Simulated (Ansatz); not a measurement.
Base system: CsSnI₃ in the cubic perovskite structure (space group Pm-3m, No. 221; a = 6.130 Å). Axes: x, y, z lie along the cube axes.

Level of theory: PBEsol/PAW in Ansatz (an electronic-structure program), no SOC.

Strains are applied to the cell and any free atomic positions relax; under stress the whole cell relaxes.

One change was made to it. Results:

| quantity | base | after |
|---|---|---|
| energy relative to the base (free energy F) | 0 meV/atom | +0.7 meV/atom |
| shortest interatomic distance | 3.065 Å | 3.065 Å |

Question: What was done to the base?
(A) isotropic strain +3.43 %
(B) uniaxial stress, 0.5 GPa compression along x
(C) tensor shear ε_xy = +1.63 %

Answer: C, tensor shear ε_xy = +1.63 %. For comparison, the shortest interatomic distance in the other runs: uniaxial stress, 0.5 GPa compression along x gives 3.032 Å; isotropic strain +3.43 % gives 3.170 Å.

Beyond what the load breaks, stability against distortions was not tested. All final runs are without spin polarisation. Many cubic perovskites are stable only at high temperature; tilts and polar distortions were not tested.
